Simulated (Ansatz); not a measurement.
SiO₂ (P4₁2₁2, No. 92) was calculated with HSE06 (Ansatz, a program for electronic structure, plane waves, PAW).

Settings: plane-wave cutoff 460 eV, 4×4×4 k mesh, Fermi–Dirac smearing 0.01 eV, scalar-relativistic PAW data made under PBE.

Cell (relaxed with PBEsol):

```cif
data_O8Si4
_chemical_formula_sum 'Si4 O8'
_space_group_name_H-M_alt 'P 1'
_space_group_IT_number 1
_cell_length_a 5.03011
_cell_length_b 5.03011
_cell_length_c 7.01275
_cell_angle_alpha 90.000
_cell_angle_beta 90.000
_cell_angle_gamma 90.000
loop_
_space_group_symop_operation_xyz
  'x, y, z'
loop_
_atom_site_label
_atom_site_type_symbol
_atom_site_fract_x
_atom_site_fract_y
_atom_site_fract_z
_atom_site_occupancy
Si1 Si 0.70215 0.70215 0.50000 1
Si2 Si 0.79785 0.20215 0.75000 1
Si3 Si 0.29785 0.29785 0.00000 1
Si4 Si 0.20215 0.79785 0.25000 1
O1 O 0.89853 0.76034 0.32188 1
O2 O 0.73966 0.39853 0.57188 1
O3 O 0.10147 0.23966 0.82188 1
O4 O 0.26034 0.60147 0.07188 1
O5 O 0.39853 0.73966 0.42812 1
O6 O 0.23966 0.10147 0.17812 1
O7 O 0.60147 0.26034 0.92812 1
O8 O 0.76034 0.89853 0.67812 1
```

**Question.** Estimate the band gap that the calculation returns.

**Answer.** 
band gap: 7.40 eV (on the SCF k mesh) (direct)

Note: cell and atoms aren't relaxed at this level (largest force component 0.17 eV/Å, pressure -2.3 GPa).

Static lattice: no zero-point or thermal effects.
